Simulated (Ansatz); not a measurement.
Worked example: self-consistent single point of RbH (P6_3/mmc, 4 atoms in the cell) in Ansatz (a program for electronic structure).

Level of theory: PBE (plane waves, PAW; Ansatz).

```yaml
crystal:
  lattice:
    - [4.83959, 0.00000, 0.00000]
    - [-2.41979, 4.19121, 0.00000]
    - [0.00000, 0.00000, 6.74520]
  atoms:
    - { symbol: Rb, position: [0.00000, 0.00000, 0.00000] }
    - { symbol: Rb, position: [0.00000, 0.00000, 0.50000] }
    - { symbol: H, position: [0.33333, 0.66667, 0.25000] }
    - { symbol: H, position: [0.66667, 0.33333, 0.75000] }
```

Reference input (self-consistent single point, DFT, PBE, plane waves, default PAW files): kpoints.mp_grid.grid = 6 6 4; hamiltonian.xc = pbe; hamiltonian.pseudopotentials = {kind: paw} (the program's default PAW files); scf.occupations.method = fermi_dirac; scf.occupations.width = 0.05 eV. This run's input differs from it in these lines:

Ansatz 0.2 input:
```diff
@@ -15,3 +15,6 @@
   xc: pbe
-  pseudopotentials: { kind: paw }
+  pseudopotentials: { kind: paw_fr }
+magnetization:
+  noncollinear: true
+  spin_orbit: false
 scf:
```

Log, with long lists cut:

```
SCF iter   1: F=—  HF=-6567.363702 eV  |F-HF|=—  |Δ(HF+E_count)|=         —  Δρ=3.49e-2  dr2=2.91e0  dr2_m=0.00e0 (ungated)  ethr=3.10e-3  |M|=0.00e0 ∫|m|=0.00e0 μB  |m|>n=0.0e0 m-floor=0.0e0 τ_xc=0.0e0  β_m=0.30  ⟨swp⟩=10.0  Hψ=3164  notcnv=0
all-band conjugate gradients solve this SCF's bands
preconditioner: auto → Resta (q_TF=auto, 1.980 Å⁻¹)
   [... lines left out ...]
SCF iter   6: F=—  HF=-6566.434123 eV  |F-HF|=—  |Δ(HF+E_count)|=   1.12e-4  Δρ=3.00e-5  dr2=1.96e-6  dr2_m=0.00e0 (ungated)  ethr=1.35e-7  |M|=0.00e0 ∫|m|=0.00e0 μB  |m|>n=0.0e0 m-floor=0.0e0 τ_xc=0.0e0  β_m=0.91  ⟨swp⟩=2.3  Hψ=982  notcnv=0  defer=68
SCF iter   7: F=-6566.434128 eV  HF=-6566.434128 eV  |F-HF|=2.18e-7  |Δ(HF+E_count)|=   4.97e-6  Δρ=5.43e-6  dr2=5.63e-8  dr2_m=0.00e0 (ungated)  ethr=5.00e-10  |M|=0.00e0 ∫|m|=0.00e0 μB  |m|>n=0.0e0 m-floor=0.0e0 τ_xc=0.0e0  ⟨swp⟩=13.1  Hψ=4294  notcnv=0
SCF 1 converged in 7 iterations: F = -6566.434128 eV  dr2 = 5.63e-8
Magnetization: |M| = 0.0000 μB,  M = (+0.0000, +0.0000, +0.0000) μB
Absolute magnetization: 0.0000 μB (∫|m|)
  site 0: m = (+0.0000, +0.0000, +0.0000) μB, |m| = 0.0000 μB  (R = 1.35 Å)
  site 1: m = (+0.0000, +0.0000, +0.0000) μB, |m| = 0.0000 μB  (R = 1.35 Å)
  site 2: m = (+0.0000, +0.0000, +0.0000) μB, |m| = 0.0000 μB  (R = 1.35 Å)
  site 3: m = (+0.0000, +0.0000, +0.0000) μB, |m| = 0.0000 μB  (R = 1.35 Å)
Free energy (F): -6566.434128 eV
Internal energy: -6566.434128 eV  (E = F + TS)
E sigma→0 (E₀):  -6566.434128 eV
Fermi energy:    2.483916 eV
--- Forces (eV/Å), atoms counted from 1 ---
  atom   1  Rb     0.00000000     0.00000000    -0.00000000
   [... zero for the other atoms too ...]
--- Stress (GPa, compression-positive) ---
       -3.187079      -0.000000      -0.000000
       -0.000000      -3.187079       0.000000
       -0.000000       0.000000       2.562929
  P = ⅓ Tr σ = -1.2704 GPa (-12.704 kbar)
  The stress holds the Pulay correction. Without it, at fixed plane waves, as pw.x and ABINIT print it: P = -1.2935 GPa
```

The run converged in 7 iterations. Against the reference run the pressure stays at -1.27 GPa and the gap on the mesh hardly changes (2.767 to 2.766 eV).

The starting cell was generated: these elements placed on a structure prototype, without a prior relaxation; it need not be a known phase or ordering of this composition. Its lattice was rescaled by a random factor within 2.5 % of one. Ansatz's pressure includes its estimate of the finite-basis (Pulay) stress.
